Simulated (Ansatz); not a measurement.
Base system: Y in the hcp (Mg type) structure (space group P6_3/mmc, No. 194; a = 3.5943 Å, c = 5.6099 Å; relaxed with 0.1 eV smearing). Axes: x lies along a and z along c of the hexagonal cell.

Structures relaxed with Ansatz (an electronic-structure program) PBEsol, spin-orbit coupling left out.

Base:

Simulated powder pattern, Cu Kα1, λ = 1.54056 Å (kinematic, ideal powder, no thermal factors, no anomalous dispersion; the 10 strongest lines at most, above 2 %, up to 2θ = 90°):

```json
[
 {"2θ (°)": "28.65", "I/Imax (%)": "24", "hkl": "(100)"},
 {"2θ (°)": "31.88", "I/Imax (%)": "24", "hkl": "(002)"},
 {"2θ (°)": "32.88", "I/Imax (%)": "100", "hkl": "(101)"},
 {"2θ (°)": "43.39", "I/Imax (%)": "15", "hkl": "(102)"},
 {"2θ (°)": "50.76", "I/Imax (%)": "19", "hkl": "(110)"},
 {"2θ (°)": "57.44", "I/Imax (%)": "20", "hkl": "(103)"},
 {"2θ (°)": "61.20", "I/Imax (%)": "22", "hkl": "(112)"},
 {"2θ (°)": "61.81", "I/Imax (%)": "16", "hkl": "(201)"},
 {"2θ (°)": "83.97", "I/Imax (%)": "14", "hkl": "(211)"},
 {"2θ (°)": "88.32", "I/Imax (%)": "8.2", "hkl": "(114)"}
]
```

After one change:

Simulated powder pattern, Cu Kα1, λ = 1.54056 Å (kinematic, ideal powder, no thermal factors, no anomalous dispersion; the 10 strongest lines at most, above 2 %, up to 2θ = 90°):

```json
[
 {"2θ (°)": "28.65", "I/Imax (%)": "11"},
 {"2θ (°)": "29.22", "I/Imax (%)": "26"},
 {"2θ (°)": "31.88", "I/Imax (%)": "38"},
 {"2θ (°)": "32.88", "I/Imax (%)": "55"},
 {"2θ (°)": "33.38", "I/Imax (%)": "100"},
 {"2θ (°)": "43.79", "I/Imax (%)": "17"},
 {"2θ (°)": "51.11", "I/Imax (%)": "20"},
 {"2θ (°)": "57.76", "I/Imax (%)": "20"},
 {"2θ (°)": "61.51", "I/Imax (%)": "23"},
 {"2θ (°)": "63.04", "I/Imax (%)": "16"}
]
```

Question: Name the change that was made.
A. uniaxial strain ε_xx = −2.50 %
B. uniaxial strain ε_xx = +2.00 %
C. uniaxial strain ε_xx = +2.50 %
D. uniaxial strain ε_xx = −3.00 %

Answer: A, uniaxial strain ε_xx = −2.50 %. Its volume per atom is 30.60 Å³ against 31.38 Å³, and its space group is Cmcm (No. 63).

Whether these cells are dynamically stable was not tested. All final runs are without spin polarisation.
